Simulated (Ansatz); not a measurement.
We look at the formation energy of the neutral 2 H_i in ZnO (wurtzite, P6₃mc). Reaction: 48 ZnO (wurtzite) + H2 (gas) → cell A.

Cell A: a supercell of 96 sites of ZnO (wurtzite, P6₃mc) with two times H off the lattice sites (1 H at 0.76 Å); the closest two of these centres are 0.8 Å apart; spin state with PBE: run without spin, k-point mesh 3×2×2.
```
CELL_PARAMETERS angstrom
      9.83817     0.00000     0.00000
      0.00000    11.36014     0.00000
      0.00000     0.00000    10.58649
ATOMIC_POSITIONS crystal
  Zn 0.17244 0.08631 0.24962
  Zn 0.00000 0.16697 0.00049
  O  0.17085 0.08548 0.44337
  O  0.00000 0.16853 0.18880
  Zn 0.00000 0.33353 0.25078
  Zn 0.16659 0.41651 0.00143
  O  0.00000 0.33339 0.44059
  O  0.16709 0.41638 0.19081
  Zn 0.16686 0.08343 0.75091
  Zn 0.00000 0.16757 0.50195
  O  0.16685 0.08344 0.94035
  O  0.00000 0.16670 0.69095
  Zn 0.00000 0.33352 0.75118
  Zn 0.16697 0.41607 0.50133
  O  0.00000 0.33389 0.94025
  O  0.16684 0.41639 0.69070
  Zn 0.16763 0.58240 0.25157
  Zn 0.00000 0.66613 0.99944
  O  0.16708 0.58245 0.44082
  O  0.00000 0.66362 0.18947
  Zn 0.00000 0.82704 0.24953
  Zn 0.16693 0.91645 0.00041
  O  0.00000 0.82874 0.44334
  O  0.16842 0.91569 0.18874
  Zn 0.16729 0.58282 0.75158
  Zn 0.00000 0.66374 0.50334
  O  0.16715 0.58305 0.94091
  O  0.00000 0.66552 0.69250
  Zn 0.00000 0.83283 0.75077
  Zn 0.16760 0.91609 0.50188
  O  0.00000 0.83297 0.94026
  O  0.16666 0.91662 0.69089
  Zn 0.50000 0.08289 0.25183
  Zn 0.33355 0.16693 0.99967
  O  0.50000 0.08353 0.44088
  O  0.33566 0.16830 0.18958
  Zn 0.33406 0.33454 0.25174
  Zn 0.50000 0.41725 0.00139
  O  0.33421 0.33405 0.44095
  O  0.50000 0.41754 0.19072
  Zn 0.50000 0.08271 0.75200
  Zn 0.33548 0.16817 0.50359
  O  0.50000 0.08285 0.94122
  O  0.33408 0.16721 0.69269
  Zn 0.33364 0.33398 0.75181
  Zn 0.50000 0.41802 0.50172
  O  0.33353 0.33380 0.94110
  O  0.50000 0.41730 0.69106
  Zn 0.50000 0.58390 0.25139
  Zn 0.33339 0.66681 0.00121
  O  0.50000 0.58415 0.44072
  O  0.33332 0.66637 0.19068
  Zn 0.33339 0.83312 0.25062
  Zn 0.50000 0.91624 0.00139
  O  0.33343 0.83328 0.44041
  O  0.50000 0.91681 0.19086
  Zn 0.50000 0.58392 0.75133
  Zn 0.33304 0.66675 0.50111
  O  0.50000 0.58360 0.94068
  O  0.33321 0.66666 0.69052
  Zn 0.33356 0.83322 0.75098
  Zn 0.50000 0.91681 0.50078
  O  0.33380 0.83305 0.94004
  O  0.50000 0.91665 0.69022
  Zn 0.82756 0.08631 0.24962
  Zn 0.66645 0.16693 0.99967
  O  0.82915 0.08548 0.44337
  O  0.66434 0.16830 0.18958
  Zn 0.66594 0.33454 0.25174
  Zn 0.83341 0.41651 0.00143
  O  0.66579 0.33405 0.44095
  O  0.83291 0.41638 0.19081
  Zn 0.83314 0.08343 0.75091
  Zn 0.66452 0.16817 0.50359
  O  0.83315 0.08344 0.94035
  O  0.66592 0.16721 0.69269
  Zn 0.66636 0.33398 0.75181
  Zn 0.83303 0.41607 0.50133
  O  0.66647 0.33380 0.94110
  O  0.83316 0.41639 0.69070
  Zn 0.83237 0.58240 0.25157
  Zn 0.66661 0.66681 0.00121
  O  0.83292 0.58245 0.44082
  O  0.66668 0.66637 0.19068
  Zn 0.66661 0.83312 0.25062
  Zn 0.83307 0.91645 0.00041
  O  0.66657 0.83328 0.44041
  O  0.83158 0.91569 0.18874
  Zn 0.83271 0.58282 0.75158
  Zn 0.66696 0.66675 0.50111
  O  0.83285 0.58305 0.94091
  O  0.66679 0.66666 0.69052
  Zn 0.66644 0.83322 0.75098
  Zn 0.83240 0.91609 0.50188
  O  0.66620 0.83305 0.94004
  O  0.83334 0.91662 0.69089
  H  0.99999 0.99969 0.36289
  H  0.00000 0.99982 0.29157
```

Reference: ZnO (wurtzite, P6₃mc), 96 atoms in the cell, a perfect crystal on lattice vectors that match the other cells', k-point mesh 3×2×2 on the run's own vectors.

Reference: an isolated H2 molecule (singlet) in a box of 11 × 11 × 13 Å.

Plane-wave PAW calculations with Ansatz (a first-principles code), its default PAW set, cutoff 500 eV. The structures are at rest with PBE, within the held lattices; other levels are single points on them. Neutral cells; Fermi-Dirac smearing of at most 0.05 eV in the solids, energies taken to zero width. The lattices are those relaxed with PBE, so at other levels the solids can be strained. Larger cells are relaxed from a start prepared with the learned potential CHGNet, on a coarser mesh till forces fall under 0.03 eV/Å, which some starts already meet. A dispersion term (D3(BJ), or D4 for r2SCAN) was computed beside these levels and is taken off wherever the name lacks it. Nuclei at rest; no vibrational terms. The structures are the rest points that the relaxations reached, not proven lowest. Values are for these cell sizes. Mesh and cell size may move defect energies by 0.1 eV or more. The value holds for the reservoirs listed; other chemical potentials shift it. Cell A has symmetry Pm and got no random move, so less symmetric positions, which may lie lower, weren't tried.

Estimate the value that r2SCAN returns for this input.

1.47 eV, for 48 ZnO (wurtzite) + H2 (gas) → cell A.
